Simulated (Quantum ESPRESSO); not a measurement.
# Quick settings and what they miss: SnGeN₂ (Ima2, 8 atoms in the cell)

Self-consistent single point.

```
CELL_PARAMETERS angstrom
     -2.91035     3.98227     2.62786
      2.91035    -3.98227     2.62786
      2.91035     3.98227    -2.62786
ATOMIC_POSITIONS crystal
  Sn 0.81753 0.44906 0.86847
  Sn 0.58059 0.94906 0.13153
  Ge 0.38426 0.50228 0.38198
  Ge 0.12030 0.00228 0.61802
  N  0.04086 0.14504 0.39582
  N  0.74922 0.64504 0.60418
  N  0.40362 0.90362 0.50000
  N  0.40362 0.40362 0.00000
```

Computed with PBEsol, GBRV 1.5 ultrasoft (PBESOL) pseudopotentials (plane waves; Quantum ESPRESSO).

Base settings: ecutwfc = 50 Ry; ecutrho = 250 Ry; occupations = fixed; K_POINTS = automatic 5 5 5 0 0 0; nbnd = 42; conv_thr = 1e-09 Ry.

Tight run (finer mesh or higher cutoff; not a proven limit): ecutwfc: 50 Ry → 70 Ry; ecutrho: 250 Ry → 350 Ry; conv_thr: 1e-09 Ry → 7.3e-11 Ry; K_POINTS: automatic 5 5 5 0 0 0 → automatic 7 7 7 0 0 0. It gave top of the valence band (on the code's own zero) 9.64 eV; gap on the k-point mesh 0.83 eV; pressure -11.20 GPa; largest force (vector length) 0.697 eV/Å.

Quick runs, as changes from the base:
- A: the base itself
- B: ecutwfc: 50 Ry → 40 Ry; ecutrho: 250 Ry → 200 Ry; K_POINTS: automatic 5 5 5 0 0 0 → automatic 2 2 2 1 1 1
- C: ecutwfc: 50 Ry → 30 Ry; ecutrho: 250 Ry → 150 Ry; K_POINTS: automatic 5 5 5 0 0 0 → automatic 3 3 3 0 0 0
- D: ecutwfc: 50 Ry → 25 Ry; ecutrho: 250 Ry → 125 Ry; K_POINTS: automatic 5 5 5 0 0 0 → automatic 4 4 4 0 0 0
- E: ecutwfc: 50 Ry → 30 Ry; ecutrho: 250 Ry → 150 Ry; K_POINTS: automatic 5 5 5 0 0 0 → automatic 6 6 6 0 0 0

Gaps are read on each run's own mesh, which may miss the band edges.

The count of work is k-points × plane waves × bands × iterations; it is no time. Core times come from one kind of shared machine and are given to one figure; runs under 30 s give none.

The starting cell comes from a database of computed structures (which also holds hypothetical and non-ambient phases and stackings), without a prior relaxation at this level. Its lattice was rescaled by a random factor within 2.5 % of one. In the base run, with a pressure of about -12 GPa the cell is away from its equilibrium volume at this level.

| run | energy less tight (meV/atom) | pressure less tight (GPa) | largest miss in a force vector (eV/Å) | gap on the mesh less tight (eV) | count of work / tight | core time / tight (rough) |
|---|---|---|---|---|---|---|
| A | 18.9 | -0.98 | 0.001 | 0.137 | 0.26 | 0.2 |
| B | 40.6 | 0.36 | 0.167 | 0.634 | 0.025 | 0.06 |
| C | 225.1 | -14.99 | 0.020 | 0.122 | 0.038 | 0.05 |
| D | 1029.3 | -51.22 | 0.016 | 0.154 | 0.061 | 0.08 |
| E | 224.9 | -14.99 | 0.007 | 0.109 | 0.20 | 0.2 |

Among the runs at the tight run's level, the energy misses run from 18.9 to 1029.3 meV/atom.

Left out of this page: 1 run of the series outside the window shown, repeating another row's setting, or not comparable.
